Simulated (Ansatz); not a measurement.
Consider Ru in the hcp (Mg type) structure (space group P6_3/mmc, No. 194; a = 2.705 Å, c = 4.260 Å). Axes: x lies along a and z along c of the hexagonal cell.

Method: r2SCAN (Ansatz, a quantum-chemistry and plane-wave program, PAW, spin-orbit coupling left out).

Strains are applied to the cell and any free atomic positions relax.

One change was made to it. Results:

```json
[
 {"quantity": "pressure (mean of the normal stresses, compression positive)", "base": "0.0 GPa", "after": "-13.5 GPa"},
 {"quantity": "energy relative to the base (free energy F)", "base": "0 meV/atom", "after": "+54 meV/atom"},
 {"quantity": "shortest interatomic distance", "base": "264.1 pm", "after": "270.5 pm"}
]
```

Task: Which of these changes matches the shifts?
(A) uniaxial strain ε_zz = +4.58 %
(B) uniaxial strain ε_zz = +2.71 %
(C) isotropic strain +5.49 %

Result: A, uniaxial strain ε_zz = +4.58 %. For comparison, the energy relative to the base in the other runs: uniaxial strain ε_zz = +2.71 % gives +20 meV/atom; isotropic strain +5.49 % gives +0.315 eV/atom.

Without a gap, meshes like the base's 20×20×11 leave anisotropic stresses uncertain by several tenths of a GPa, and small strain energies with them. Stability against distortions was not tested. All final runs are without spin polarisation.
